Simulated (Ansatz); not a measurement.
Seebeck coefficient (μV/K, mean over directions) of p-type ZnSe (F-43m) against carrier density, PBEsol with spin-orbit coupling, rigid bands (Ansatz, a first-principles code). Computed gap 1.11 eV; densities at which minority carriers matter at this gap, or further valleys turn the trend, are left out. Conductivity mass 0.66 mₑ (harmonic mean over directions), N_v = 2.4e19 cm⁻³ at 300 K.

| hole density | 300 K | 500 K |
|---|---|---|
| 1e16 cm⁻³ | 888 | 964 |
| 1e17 cm⁻³ | 690 | ___ |
| 1e18 cm⁻³ | 492 | ___ |
| 3e18 cm⁻³ | 398 | 473 |
| 1e19 cm⁻³ | 297 | 371 |
| 3e19 cm⁻³ | 209 | 280 |
| 1e20 cm⁻³ | 127 | 188 |
| 3e20 cm⁻³ | ___ | 121 |
| 1e21 cm⁻³ | 45 | 75 |

Fill in the missing entries.


- 1e17 cm⁻³, 500 K: 766
- 1e18 cm⁻³, 500 K: 567
- 3e20 cm⁻³, 300 K: 75

Rigid bands with a gap fixed in temperature, one relaxation time for all states, no polarons or phonon drag, and whether or not such doping can be reached.
